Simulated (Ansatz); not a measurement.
By LDA and PBEsol, the system below comes out a metal.

Given:

```yaml
crystal:
  lattice:
    - [2.87315, 0.00000, 0.00000]
    - [-0.95772, 2.70883, 0.00000]
    - [0.95772, 1.35442, 2.34592]
  atoms:
    - { symbol: Nb, position: [0.00000, 0.00000, 0.00000] }
```

Space group of this cell: Im-3m, bcc (W type). The cell is taken as given; by PBEsol its mean pressure is -7.0 GPa.

The current runs along the normal of the first two printed vectors, the (110) plane. All runs by Ansatz (a program for electronic structure), plane waves and PAW, without spin-orbit coupling; the base is PBEsol.

```json
[
 {"run": "base", "mean pressure (GPa)": "-7.0", "G/A, both spins (10¹⁵ S/m²)": "1.85"},
 {"run": "all lengths scaled by 0.98", "mean pressure (GPa)": "3.5", "G/A, both spins (10¹⁵ S/m²)": "[?]"},
 {"run": "all lengths scaled by 1.02", "mean pressure (GPa)": "-15.2", "G/A, both spins (10¹⁵ S/m²)": "1.77"},
 {"run": "lda in place of pbesol", "mean pressure (GPa)": "-10.9", "G/A, both spins (10¹⁵ S/m²)": "1.85"},
 {"run": "lengths across the current scaled by 0.98, ions clamped", "mean pressure (GPa)": "-0.3", "G/A, both spins (10¹⁵ S/m²)": "1.87"},
 {"run": "lengths across the current scaled by 1.02, ions clamped", "mean pressure (GPa)": "-12.7", "G/A, both spins (10¹⁵ S/m²)": "[?]"},
 {"run": "lengths along the current scaled by 0.97, ions clamped", "mean pressure (GPa)": "-2.0", "G/A, both spins (10¹⁵ S/m²)": "[?]"},
 {"run": "lengths along the current scaled by 1.03, ions clamped", "mean pressure (GPa)": "-11.3", "G/A, both spins (10¹⁵ S/m²)": "1.76"}
]
```

Fill in the missing entries.


- all lengths scaled by 0.98, G/A, both spins (10¹⁵ S/m²): 1.94
- lengths across the current scaled by 1.02, ions clamped, G/A, both spins (10¹⁵ S/m²): 1.80
- lengths along the current scaled by 0.97, ions clamped, G/A, both spins (10¹⁵ S/m²): 1.90
